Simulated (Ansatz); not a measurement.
## Convergence study of the k-point mesh for InBi (P4mm, 4 atoms in the cell)

```yaml
crystal:
  lattice:
    - [4.92555, 0.00000, 0.00000]
    - [0.00000, 4.92555, 0.00000]
    - [0.00000, 0.00000, 5.23795]
  atoms:
    - { symbol: In, position: [0.50000, 0.50000, 0.00000] }
    - { symbol: In, position: [0.00000, 0.00000, 0.00000] }
    - { symbol: Bi, position: [0.50000, 0.00000, 0.36956] }
    - { symbol: Bi, position: [0.00000, 0.50000, 0.63999] }
```

Computed with LDA (PW92), default PAW files made with PBE (plane waves; Ansatz, a program for electronic structure).

Base settings: basis.ecutwfc = 30.9 Ry; kpoints.mp_grid.grid = 7 7 6; hamiltonian.xc = lda; hamiltonian.pseudopotentials = {kind: paw} (the program's default PAW files); scf.occupations.method = gaussian; scf.occupations.width = 0.0073 Ry.

The second cell is the first with its lattice scaled by 0.98.

Only quantities that move along the ladder and can be compared are tabulated.

The count of work is k-points × plane waves × bands × iterations; it is no time. 

The starting cell comes from a database of computed structures (which also holds hypothetical and non-ambient phases and stackings), without a prior relaxation at this level. Its lattice was rescaled by up to half a per cent. One atom was moved a little off its site on purpose. In the base run, with a pressure of about -4 GPa the cell is away from its equilibrium volume at this level. Ansatz's pressure includes its estimate of the finite-basis (Pulay) stress.

| kpoints.mp_grid.grid | free energy less the last step's (meV/atom) | energy of the compressed cell less the first (meV/atom) | pressure (GPa) | largest difference of a force vector from the last step's (eV/Å) | count of work / last |
|---|---|---|---|---|---|
| 1 1 1 | 1089.83 | 106.70 | 7.26 | 3.673 | 0.0013 |
| 2 2 1 | 424.40 | 8.33 | -0.63 | 0.055 | 0.0035 |
| 2 2 2 | 136.08 | -19.01 | -2.86 | 0.305 | 0.0070 |
| 3 3 2 | -13.67 | -35.42 | -4.17 | 0.706 | 0.0060 |
| 3 3 3 | 28.59 | -25.06 | -3.30 | 0.192 | 0.0060 |
| 4 4 4 | -2.66 | -26.88 | -3.47 | 0.057 | 0.018 |
| 5 5 5 | -15.01 | -26.95 | -3.48 | 0.030 | 0.021 |
| 7 7 6 | -3.78 | -27.75 | -3.55 | 0.003 | 0.047 |
| 7 7 7 | -3.95 | -27.38 | -3.51 | 0.020 | 0.047 |
| 9 9 8 | -0.49 | -26.68 | -3.45 | 0.017 | 0.087 |
| 11 11 10 | -0.83 | -27.42 | -3.51 | 0.009 | 0.15 |
| 13 13 12 | -0.10 | -27.20 | -3.48 | 0.001 | 0.23 |
| 16 16 15 | 0.22 | -27.43 | -3.50 | 0.001 | 0.42 |
| 20 20 19 | 0.24 | -27.24 | -3.49 | 0.003 | 0.77 |
| 22 22 21 | 0.00 | -27.10 | -3.48 | 0.000 | 1.0 |

Coarsest kpoints.mp_grid.grid that holds the forces within 0.01 eV/Å of the last step, with all finer ones: 11 11 10, at 0.15 of the last step's count of work; the step before is off by 0.017 eV/Å.

Coarsest kpoints.mp_grid.grid that holds the energy of the compressed cell less the first within 1 meV/atom of the last step, with all finer ones: 4 4 4, at 0.018 of the last step's count of work; the step before is off by 2.0 meV/atom.

Coarsest kpoints.mp_grid.grid that holds the free energy within 5 meV/atom of the last step, with all finer ones: 7 7 6, at 0.047 of the last step's count of work; the step before is off by 15 meV/atom.

The energy difference between the two cells stays within 1 meV/atom of the last step's from 4 4 4 on, the total only from 9 9 8 on: much of the error is common to both cells and cancels.

Two neighbours can agree and both be off: 7 7 6 and 7 7 7 differ by 0.17 meV/atom in the free energy, yet lie about 3.9 meV/atom from the last step.

Keys are those of Ansatz 0.2.
